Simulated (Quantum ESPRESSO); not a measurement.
Quantum ESPRESSO run on GaPPt5 (P4/mmm, 7 atoms in the cell): self-consistent single point.

Level of theory: PBEsol, PseudoDojo standard norm-conserving (PBESOL) pseudopotentials (plane waves; Quantum ESPRESSO).

The change in words: lattice scaled by 0.98. Reference geometry:
```
CELL_PARAMETERS angstrom
      3.84868     0.00000     0.00000
      0.00000     3.84868     0.00000
      0.00000     0.00000     6.76343
ATOMIC_POSITIONS crystal
  Ga 0.50000 0.50000 0.00000
  P  0.00000 0.00000 0.50000
  Pt 0.00000 0.50000 0.28992
  Pt 0.00000 0.50000 0.71008
  Pt 0.50000 0.00000 0.28992
  Pt 0.50000 0.00000 0.71008
  Pt 0.00000 0.00000 0.00000
```

Reference input (self-consistent single point, DFT, PBEsol, plane waves, PseudoDojo standard norm-conserving (PBESOL) pseudopotentials): ecutwfc = 85 Ry; occupations = smearing; smearing = gauss; degauss = 0.0073499 Ry; potentials = {Ga: Ga.upf, P: P.upf, Pt: Pt.upf}; K_POINTS = automatic 7 7 4 0 0 0; conv_thr = 1e-10 Ry; mixing_beta = 0.7. This run's input differs from it in these lines:

```diff
@@ -10,4 +10,4 @@
  ibrav = 6,
- celldm(1) = 7.2729511413,
- celldm(3) = 1.757337840506,
+ celldm(1) = 7.1274913626,
+ celldm(3) = 1.757337926127,
  nat = 7,
@@ -28,8 +28,8 @@
 ATOMIC_POSITIONS {bohr}
-Ga    3.6364755707    3.6364755707    0.0000000000
-P     0.0000000000    0.0000000000    6.3905161264
-Pt    0.0000000000    3.6364755707    3.7054768707
-Pt    0.0000000000    3.6364755707    9.0755553821
-Pt    3.6364755707    0.0000000000    3.7054768707
-Pt    3.6364755707    0.0000000000    9.0755553821
+Ga    3.5637456813    3.5637456813    0.0000000000
+P     0.0000000000    0.0000000000    6.2627054448
+Pt    0.0000000000    3.5637456813    3.6313671251
+Pt    0.0000000000    3.5637456813    8.8940437645
+Pt    3.5637456813    0.0000000000    3.6313671251
+Pt    3.5637456813    0.0000000000    8.8940437645
 Pt    0.0000000000    0.0000000000    0.0000000000
```

Log, with long lists cut:

```
     Self-consistent Calculation

     iteration #  1     ecut=    85.00 Ry     beta= 0.70

     Threshold (ethr) on eigenvalues was too large:
     Diagonalizing with lowered threshold

     total energy              =   -1472.07611382 Ry
     estimated scf accuracy    <       0.52204156 Ry

     iteration #  2     ecut=    85.00 Ry     beta= 0.70

     total energy              =   -1472.14159271 Ry
     estimated scf accuracy    <       0.65583918 Ry

     iteration #  3     ecut=    85.00 Ry     beta= 0.70

     total energy              =   -1472.25373663 Ry
     estimated scf accuracy    <       0.27139347 Ry

   [... 7 blocks of this kind left out ...]

     iteration # 11     ecut=    85.00 Ry     beta= 0.70

     total energy              =   -1472.29879035 Ry
     estimated scf accuracy    <          1.2E-10 Ry

     iteration # 12     ecut=    85.00 Ry     beta= 0.70
     End of self-consistent calculation

   [... 6 lines left out ...]

   [... 6 lines left out ...]

     the Fermi energy is    23.8734 ev

!    total energy              =   -1472.29879035 Ry
     estimated scf accuracy    <          2.1E-12 Ry
     smearing contrib. (-TS)   =      -0.00036203 Ry
     internal energy E=F+TS    =   -1472.29842833 Ry

     convergence has been achieved in  12 iterations

     Forces acting on atoms (cartesian axes, Ry/au):

     atom    1 type  1   force =     0.00000000    0.00000000    0.00000000
     atom    2 type  2   force =     0.00000000    0.00000000    0.00000000
     atom    3 type  3   force =     0.00000000    0.00000000    0.00080683
     atom    4 type  3   force =     0.00000000    0.00000000   -0.00080683
     atom    5 type  3   force =     0.00000000    0.00000000    0.00080683
   [... lines left out ...]

     Total force =     0.001614     Total SCF correction =     0.000016

          total   stress  (Ry/bohr**3)                   (kbar)     P=      308.90
   0.00211533   0.00000000   0.00000000          311.18        0.00        0.00
   0.00000000   0.00211533   0.00000000            0.00      311.18        0.00
   0.00000000   0.00000000   0.00206890            0.00        0.00      304.35

   JOB DONE.
```

The run converged in 12 iterations. Against the reference run the free energy rises by 105 meV/atom, the pressure goes from 10.11 to 30.89 GPa and the largest force goes from 0.051 to 0.021 eV/Å.

The starting cell comes from a database of computed structures (which also holds hypothetical and non-ambient phases and stackings), without a prior relaxation at this level. Its lattice was rescaled by a random factor within 2.5 % of one. For this run, on top of that: lattice scaled by 0.98. Spin polarisation is off. With a pressure of about 31 GPa the cell is away from its equilibrium volume at this level.

Cost on one core of a shared machine: roughly 4 min.
